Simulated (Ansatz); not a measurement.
The starting structures come from a database of crystals and need not be the phases stable at ambient conditions.

Here is the system:

```
CELL_PARAMETERS angstrom
      2.87388     0.00000     0.00000
      0.00000     7.94014     0.00000
      0.00000    -3.46613     3.93796
ATOMIC_POSITIONS crystal
  Fe 0.00000 0.00000 0.00000
  Fe 0.50000 0.50000 0.00000
  As 0.00000 0.36277 0.54160
  As 0.00000 0.63723 0.45840
  As 0.50000 0.13723 0.81606
  As 0.50000 0.86277 0.18394
```

Space group of this cell: Pnnm. The cell is taken as given.

Transport runs along the normal of the first two printed cell vectors.

The gap is the functional's own. No spin-orbit coupling. Mid-gap values are interpolated on the energy grid.

Task: Predict the band gap and the smallest decay constant κ at mid-gap from r2SCAN in Ansatz (an electronic-structure program).

Result: Gap 0.52 eV on a 10×8×8 mesh; κ = 0.146 1/Å, at (0.500, 0.500) of the in-plane reciprocal vectors. At the zone centre, at the nearest computed energy, the slowest state has κ = 0.23 1/Å.
